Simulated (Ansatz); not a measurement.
Base system: WSe2 (space group P6_3/mmc, No. 194; a = 3.230 Å, c = 12.411 Å; layered, stacked along the Cartesian z axis). Axes: x lies along a and z along c of the hexagonal cell.

The values are results of Ansatz (an electronic-structure program) PBEsol-D3(BJ), no spin-orbit coupling, not measurements.

Base values:

The band gap is 0.67 eV and the valence-band top at Γ comes out as 0.00, -0.78, -1.48 eV. The width of the top valence band is 1.64 eV.

The change: the cell is compressed by 3.00 % along z with no lateral relaxation; the atoms relax in the strained cell.

How does this affect the band gap?

The band gap decreases by 0.17 eV to 0.50 eV.

What does the calculation give for the valence-band top at Γ after the change?

The valence-band top at Γ (three highest levels, from the VBM) becomes 0.00, -0.53, -1.60 eV (base: 0.00, -0.78, -1.48 eV).

What happens to the stress?

The stress (xx, yy, zz, yz, xz, xy; compression positive) is (0.86, 0.86, 4.10, 0.00, 0.00, 0.00) GPa.

What happens to the width of the top valence band?

The width of the top valence band goes up by 0.138 eV (1.64 eV → 1.77 eV).

With W present, leaving out spin-orbit coupling can change the band edges. Whether these cells are dynamically stable was not tested.
